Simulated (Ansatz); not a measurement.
Consider MgO in the rock salt structure (space group Fm-3m, No. 225; a = 4.159 Å). Axes: x, y, z lie along the cube axes.

Level of theory: Ansatz (a first-principles code) LDA, spin-orbit coupling left out.

Base values:

The valence-band top at Γ is 0.00, 0.00, 0.00 eV and the band gap is 5.03 eV.

One thing is altered: tensile biaxial strain of 2.50 % in the plane normal to [111], as in epitaxy on a mismatched substrate; the out-of-plane cell vector and the atoms relax.

Task: How does this affect the energy relative to the base?

Result: The energy goes up by 14 meV/atom.

Task: Estimate the effect on the valence-band top at Γ.

Result: The valence-band top at Γ (three highest levels, from the VBM) becomes 0.00, -0.25, -0.25 eV (base: 0.00, 0.00, 0.00 eV).

Task: How does this affect the band gap?

Result: The band gap shrinks by 0.58 eV (5.03 eV → 4.45 eV).

Task: How does this affect the out-of-plane strain?

Result: The out-of-plane strain amounts to -0.94 %.

No phonon test of stability was made.
